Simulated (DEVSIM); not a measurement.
System: Mo/SiO2/p-GaSb capacitor, at 300 K.

```tsv
layer (left to right)	material	thickness (nm)	Na (cm⁻³)
1	SiO2	3.70	-
2	GaSb	2900	4.4e16
```

Metal gate on the left, work function 4.6 eV. Fixed charge at the semiconductor interface 1.1e10 cm⁻² (in units of +e); no interface traps.

This is a model device: material constants are rounded textbook-type values typed into the input, and sizes, dopings and lifetimes were drawn at random. Values at 300 K; Nc and Nv go as T^1.5, mobilities as T to minus their exponent, the gap by Varshni's rule with the affinity fixed.

| parameter | SiO2 | GaSb |
|---|---|---|
| gap (eV) | 9 | 0.726 |
| affinity (eV) | 0.9 | 4.06 |
| permittivity | 3.9 | 15.7 |
| Nc (cm⁻³) | - | 2.1e17 |
| Nv (cm⁻³) | - | 1.8e19 |
| Varshni α (eV/K) | - | 0.00042 |
| Varshni β (K) | - | 140 |

Simulated with DEVSIM: 1D Poisson equation in equilibrium, Boltzmann statistics, complete ionisation; no quantum confinement or tunnelling. Metal contacts follow the ideal Schottky-Mott rule: no Fermi-level pinning, no interface dipoles.

Base results: flat-band voltage (V) -0.03; minimum of the low-frequency capacitance (μF/cm²) 0.100; threshold voltage (band bending 2φF) (V) 0.61; capacitance of the dielectric stack (μF/cm²) 0.933.

Question: What follows from this one change: fixed charge 1.1e+10 → 7.61e+11 cm^-2?

Answer: flat-band voltage -0.03 → -0.16 V; minimum of the low-frequency capacitance little changed (0.101 μF/cm²); threshold voltage (band bending 2φF) 0.61 → 0.48 V; capacitance of the dielectric stack little changed (0.933 μF/cm²).

Question: What follows from this one change: temperature 300 → 250 K?

Answer: flat-band voltage -0.03 → -0.08 V; minimum of the low-frequency capacitance 0.100 → 0.0928 μF/cm²; threshold voltage (band bending 2φF) 0.61 → 0.63 V; capacitance of the dielectric stack little changed (0.933 μF/cm²).

Question: What follows from this one change: gate work function 4.6 → 4.45 eV?

Answer: flat-band voltage -0.03 → -0.18 V; minimum of the low-frequency capacitance little changed (0.100 μF/cm²); threshold voltage (band bending 2φF) 0.61 → 0.46 V; capacitance of the dielectric stack little changed (0.933 μF/cm²).

Question: What follows from this one change: substrate doping 4.4e+16 → 8.8e+16 cm^-3?

Answer: flat-band voltage -0.03 → -0.05 V; minimum of the low-frequency capacitance 0.100 → 0.131 μF/cm²; threshold voltage (band bending 2φF) 0.61 → 0.67 V; capacitance of the dielectric stack little changed (0.933 μF/cm²).

Question: What follows from this one change: interface trap density 0 → 3e+11 cm^-2 eV^-1?

Answer: flat-band voltage -0.03 → -0.04 V; minimum of the low-frequency capacitance 0.100 → 0.137 μF/cm²; threshold voltage (band bending 2φF) 0.61 → 0.62 V; capacitance of the dielectric stack little changed (0.933 μF/cm²).
